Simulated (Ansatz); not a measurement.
Se interstitial in zinc-blende ZnSe (start: void with 4Zn nearest; 64-site cell, 2×2×2 shifted sampling). These are PBE, PAW (plane waves to 420 eV; Ansatz, a quantum-chemistry and plane-wave program) values and carry that method's errors. Total energies of the localised charge states, counted from that of charge +1, and their image corrections (point charge with alignment); the host's valence-band maximum lies at 6.305 eV on the cells' energy zero and its gap is 1.15 eV.

```json
[
 {"charge": "+1", "moment (μB)": "1.0", "E − E(first) (eV)": "0.000", "correction (eV)": "0.335"},
 {"charge": "0", "moment (μB)": "not spin-polarised", "E − E(first) (eV)": "6.771", "correction (eV)": "0.000"}
]
```

Q: Derive the transition levels above the valence-band maximum and say which of them are thermodynamic.

A: A level is the Fermi energy at which two charges have equal formation energy: ε(q/q′) = [E(q′) + corr(q′) − E(q) − corr(q)] / (q − q′) − E_VBM.
ε(+1/0) = [(6.771 + 0.000) − (0.000 + 0.335)] / 1 − 6.305 = 0.13 eV
Thermodynamic levels at least 0.1 eV inside the gap: (+1/0) at 0.13 eV. They hold to tenths of an eV in this cell. Charges with a result: +1, 0, −1, −2. Others weren't obtained, and one of them could lie lower, also by skipping a charge. Charge −1 has its level within 0.1 eV of a band edge or past it. Charge −2 has its level within 0.1 eV of a band edge or past it. The geometries come from one start. Flagged in the runs: a strain field that reaches the edge of the cell.
